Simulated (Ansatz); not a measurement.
System: Mg vacancy in rock-salt MgO (charge state -2). The step: one Mg atom jumps into the vacancy from a nearby Mg site; the atom moves 2.84 Å along (0.00, -0.47, -0.47) of the unit cell; the moving atom starts with neighbours 2 O at 2.08, 2 O at 2.13, 2 O at 2.19 Å and ends with 2 O at 2.08, 2 O at 2.13, 2 O at 2.19 Å. A PBE band in Ansatz (plane-wave PAW, the Γ point alone, 64 host sites, 23 SCF runs with any check of the saddle's order, static, no finite-size correction) gives a forward barrier of 2.00 eV. The saddle point's order was not checked, and it lies on a symmetry element of the cell, where a band can be held. The charge state is imposed; whether it is stable for some Fermi level was not computed. Forms of the defect that were not tried may lie lower.

Single points at the band's start and saddle point can refine it. Rough cost of one point, in units of the band's mean SCF on the same machine:

```json
[
 {"Level": "PBE, a 2×2×2 k-point mesh shifted by half a step", "Cost of one point": "about 7"},
 {"Level": "r2SCAN at 500 eV, the Γ point alone", "Cost of one point": "about 3"}
]
```

Problem. Which of these move the barrier by more than 0.1 eV, and how far does each move it?

Solution. Not one does. PBE, a 2×2×2 k-point mesh shifted by half a step: 0.00 eV; r2SCAN at 500 eV, the Γ point alone: +0.05 eV. Each functional is compared with PBE at the same k-points.

Ansatz is a quantum-chemistry and plane-wave program.
